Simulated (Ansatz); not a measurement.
For PdTe (model structure, within 0.1 Å of Pm-3m, No. 221, 2 atoms in the cell), LDA in Ansatz (plane waves, PAW) gives:

- bulk modulus B0: 132 GPa
- cohesive energy: 4.29 eV/atom

Problem. What does PBE in Ansatz (plane waves, PAW) give for the same quantities?

Solution. 
- bulk modulus: 103 GPa (falls by 22 %)
- cohesive energy: 3.17 eV/atom (falls by 1.12 eV/atom)

Changes are worked out from the printed values.

Unless a cell is named, each level is at its own relaxed cell (LDA 19.06, PBE 20.50 Å³/atom).

Levels without +SOC leave out spin–orbit coupling, which shifts energies and cells of such heavy elements.

Caveats: the bulk modulus is −V dP/dV from two relaxed cells at ±2 % in volume (LDA, PBE). Ansatz's density-functional and Hartree–Fock values are scalar-relativistic unless marked +SOC, with PAW data made under PBE.

A model structure was made by putting elements into a prototype or built by hand; it is no filed structure, need not be a known phase, and can be a saddle point held by its symmetry.

Ansatz is a quantum-chemistry and plane-wave program.
